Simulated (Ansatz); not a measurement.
## Cubic perovskite BaHfO₃

The numbers are results of r²SCAN (PAW; Ansatz, a first-principles code), not measurements.

Settings: plane-wave cutoff 600 eV, 6×6×6 k mesh, finite displacements, scalar-relativistic PAW data made under PBE.

Cell (relaxed at this level):

```
BaHfO3
1.0
    4.17713     0.00000     0.00000
    0.00000     4.17713     0.00000
    0.00000     0.00000     4.17713
Ba Hf O
1 1 3
Direct
  0.00000   0.00000   0.00000
  0.50000   0.50000   0.50000
  0.50000   0.00000   0.50000
  0.00000   0.50000   0.50000
  0.50000   0.50000   0.00000
```

```yaml
electronic dielectric constant ε∞: 4.33
dielectric constant ε0 (ions relaxed): 38.0
```

Spin–orbit coupling is not included.
